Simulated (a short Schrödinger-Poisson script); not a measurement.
Structure: MOS inversion layer, SiO2 on p-type Si(110), at 300 K.

```
layer  material  thickness (nm)  Na (cm⁻³)
-----  --------  --------------  ---------
1          SiO2             3.8          -
2            Si             240     3.3e18
```

Constants are typed, rounded textbook-type inputs, not results; the design itself was drawn at random and stands for no fabricated device. SiO2: permittivity 3.9, conduction-band edge (eV) 3.15, gap (eV) 9, electron mass (mₑ) 0.5. Si: permittivity 11.7, conduction-band edge (eV) 0, gap (eV) 1.124, Nv at 300 K (cm⁻³) 3.1e19.

Channel valleys (confinement mass, in-plane density-of-states mass, number): Δ4 0.315, 0.324, 4; Δ2 0.19, 0.417, 2. At the gate the conduction-band edge of layer 1 lies 3.64 eV − eVg above the Fermi level of the channel; the field vanishes at the back. Gaps are held at their typed values at every temperature. Mesh 0.03 nm at interfaces.

From a short Schrödinger-Poisson script (our own, NumPy): 1D Poisson equation in equilibrium, electrons quantum, Hartree (BenDaniel-Duke, 12 states a valley, the channel's in-plane mass for all, wave functions ending at the dielectric), parabolic valleys, classical holes, full ionisation, no traps, pinning or gate leakage.

The same stack at other levels of the model or other numerical settings:

```tsv
run	sheet density of all electrons at Vg = 3.9 V (cm⁻²)	sheet density of all electrons at Vg = 2.1 V (cm⁻²)	capacitance at Vg = 3.9 V (μF/cm²)	centroid of the channel electrons at Vg = 3.9 V (nm)	rough cost against the base
base	9.65e12	7.92e11	0.820	1.45	about 1
electrons treated as classical, Boltzmann	1.20e13	2.18e12	0.891	0.19	0.02
electrons treated as classical, Fermi-Dirac	1.15e13	2.08e12	0.864	0.35	0.2
mesh six times as coarse	9.65e12	7.94e11	0.821	1.44	0.2
one subband a valley	9.65e12	7.92e11	0.820	1.45	0.5
```

The classical rows ignore confinement, and Boltzmann statistics overrate the density once the band edge passes the Fermi level.
